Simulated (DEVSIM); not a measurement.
Device: illuminated Si p-on-n cell, one wavelength, with a back-surface field, at 300 K.

```tsv
layer (left to right)	material	thickness (μm)	Nd (cm⁻³)	Na (cm⁻³)	τn (s)	τp (s)	absorption coefficient (cm⁻¹)
1	Si	0.140	-	6.2e17	6.8e-5	1.7e-5	320
2	Si	40.0	6.5e15	-	7.2e-5	7.2e-5	320
3	Si	1.30	1e18	-	7.2e-5	7.2e-5	320
```

Left contact: ohmic, minority electron recombination velocity 1e6 cm/s. Right contact: ohmic, minority hole recombination velocity 30000 cm/s. Voltage is applied to the left contact. Recombination: SRH at mid-gap, radiative, Auger. Light enters at the left, 1.2e18 photons cm⁻² s⁻¹, one pass, no reflection. Mobility is μmin + (μ − μmin)/(1 + (N/Nref)^α).

The device is made up for the run: typed textbook-type constants, with dimensions and the other settings drawn at random. Values at 300 K.

```
parameter           Si
-------------  -------
gap (eV)         1.124
affinity (eV)     4.05
permittivity      11.7
Nc (cm⁻³)      2.86e19
Nv (cm⁻³)       3.1e19
μn (cm²/Vs)       1417
μp (cm²/Vs)        470
μn,min              52
μp,min              45
Nref,n          9.7e16
Nref,p          2.2e17
αn                0.68
αp                0.72
B (cm³/s)      4.7e-15
Cn (cm⁶/s)     2.8e-31
Cp (cm⁶/s)     9.9e-32
```

Model (solved in DEVSIM): 1D drift-diffusion, Boltzmann statistics, complete ionisation; no tunnelling, impact ionisation, image-force lowering or self-heating.

The doping Nd of layer 3 was swept, all else fixed.

```
doping Nd of layer 3 (cm^-3)  dark forward voltage at 100 A/cm² (V)  largest power (mW/cm²)  share of generated pairs collected at short circuit  dark forward voltage at 1 A/cm² (V)
----------------------------  -------------------------------------  ----------------------  ---------------------------------------------------  -----------------------------------
3e16                                                          0.824                    50.6                                                0.750                                0.643
1e17                                                          0.817                    59.7                                                0.868                                0.647
3e17                                                          0.812                    65.5                                           (withheld)                                0.650
1e18                                                          0.810                    68.2                                                0.977                                0.652
3e18                                                          0.810                    68.8                                                0.985                                0.652
1e19                                                          0.810                    69.0                                                0.987                                0.652
```

Question: What belongs in the gaps?

Answer: 
- 3e17, share of generated pairs collected at short circuit: 0.943
